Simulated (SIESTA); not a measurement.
SIESTA run on HfMnGe (P-62m, 9 atoms in the cell): self-consistent single point.

Computed with GGA PBEsol, numerical atomic orbitals DZP, PseudoDojo PBEsol standard norm-conserving potentials (rewritten from UPF to PSML) run with SIESTA.

```
CELL_PARAMETERS angstrom
      6.74379     0.00000     0.00000
     -3.37189     5.84029     0.00000
      0.00000     0.00000     3.76913
ATOMIC_POSITIONS crystal
  Hf 0.00000 0.41259 0.50000
  Hf 0.41259 0.00000 0.50000
  Hf 0.58741 0.58741 0.50000
  Mn 0.00000 0.75214 0.00000
  Mn 0.75214 0.00000 0.00000
  Mn 0.24786 0.24786 0.00000
  Ge 0.33333 0.66667 0.00000
  Ge 0.66667 0.33333 0.00000
  Ge 0.00000 0.00000 0.50000
```
Moments meant for the start (each program seeds them in its own way; μB, in the order of the atoms Hf Hf Hf Mn Mn Mn Ge Ge Ge): 1.0 1.0 1.0 4.0 4.0 4.0 0.0 0.0 0.0.

Reference input (self-consistent single point, DFT, GGA PBEsol, numerical atomic orbitals DZP, PseudoDojo PBEsol standard norm-conserving potentials (rewritten from UPF to PSML)): XC.functional = GGA; XC.authors = PBEsol; potentials = PseudoDojo PBEsol standard; PAO.BasisSize = DZP; PAO.EnergyShift = 0.005 Ry; MeshCutoff = 300 Ry; kgrid.MonkhorstPack = 6 6 9; OccupationFunction = FD; ElectronicTemperature = 1160.45 K; Spin = polarized; DM.InitSpin = [1 +1.00, 2 +1.00, 3 +1.00, 4 +4.00, 5 +4.00, 6 +4.00, 7 +0.00, 8 +0.00, 9 +0.00]; MaxSCFIterations = 150. This run's input differs from it in these lines:

```diff
@@ -34,3 +34,3 @@
 PAO.EnergyShift              0.005 Ry
-MeshCutoff                   300 Ry
+MeshCutoff                   270 Ry
 %block kgrid.MonkhorstPack
```

Output (repeated stretches shortened):

```
        iscf     Eharris(eV)        E_KS(eV)     FreeEng(eV)     dDmax    Ef(eV) dHmax(eV)
   scf:    1   -20675.034395   -20747.134413   -20747.296351  0.880912 -3.613132 16.692547
     spin moment: {S} , |S| = {        0.0        0.0    8.54369 }     8.54369
   scf:    2   -20767.021200   -20762.175683   -20762.318390  0.171788 -4.169720  5.305949
     spin moment: {S} , |S| = {        0.0        0.0    8.84554 }     8.84554
   scf:    3   -20764.845888   -20763.614488   -20763.759376  0.032893 -4.325502  4.343989
     spin moment: {S} , |S| = {        0.0        0.0    8.75157 }     8.75157
   [... lines left out ...]
     spin moment: {S} , |S| = {        0.0        0.0    7.59272 }     7.59272
   scf:   18   -20765.373618   -20765.373749   -20765.535103  0.000196 -4.724029  0.001248
     spin moment: {S} , |S| = {        0.0        0.0    7.59156 }     7.59156
   scf:   19   -20765.373588   -20765.373668   -20765.535104  0.000105 -4.724025  0.000724
     spin moment: {S} , |S| = {        0.0        0.0    7.59083 }     7.59083
   scf:   20   -20765.373636   -20765.373652   -20765.535104  0.000021 -4.724026  0.000590
     spin moment: {S} , |S| = {        0.0        0.0    7.59056 }     7.59056
SCF Convergence by DM+H criterion
max |DM_out - DM_in|         :     0.0000205163
max |H_out - H_in|      (eV) :     0.0005896143
SCF cycle converged after 20 iterations

Using DM_out to compute the final energy and forces

siesta: E_KS(eV) =           -20765.3737

siesta: E_KS - E_eggbox =    -20765.3737

siesta: Atomic forces (eV/Ang):
     1    0.003923   -0.007135    0.000000
     2   -0.008145   -0.000170    0.000000
     3    0.003747    0.006490    0.000000
     4   -0.067546    0.117587   -0.000000
     5    0.135609    0.000296   -0.000000
     6   -0.067581   -0.117055   -0.000000
     7   -0.000094   -0.000165    0.000000
     8   -0.000096   -0.000171    0.000000
     9    0.000176    0.000311    0.000000
   Tot   -0.000006   -0.000011   -0.000000
   Max    0.135609
   Res    0.045231    sqrt( Sum f_i^2 / 3N )
   [... lines left out ...]
siesta: FreeEng =    -20765.535104
siesta: Cell volume =        148.449859 Ang**3
siesta:         -53.80343444        -57.87895559  kBar
   [... lines left out ...]
     2     0.839120   11.160880   -0.467802  Hf
     3     0.838968   11.161032   -0.467822  Hf
     4     0.777049   14.222951    3.147641  Mn
     5     0.777052   14.222948    3.147642  Mn
     6     0.776935   14.223065    3.147606  Mn
     7    -1.610952   15.610952   -0.083367  Ge
     8    -1.610952   15.610952   -0.083367  Ge
     9    -1.626339   15.626339   -0.282170  Ge
 Total     0.000000                7.590560
```

The run converged in 20 iterations. Against the reference run the free energy drops by 1.7 meV/atom, the pressure hardly changes (-5.44 to -5.38 GPa), the largest force moves little (0.140 to 0.136 eV/Å) and the size of the net moment stays at 0.84 μB/atom.

The starting cell comes from a database of computed structures (which also holds hypothetical and non-ambient phases and stackings), without a prior relaxation at this level. The magnetic order is the one reached from the typed start; others were not searched systematically. Values carry the incompleteness of an atom-centred basis.

Cost on one core of a shared machine: roughly 9 min.
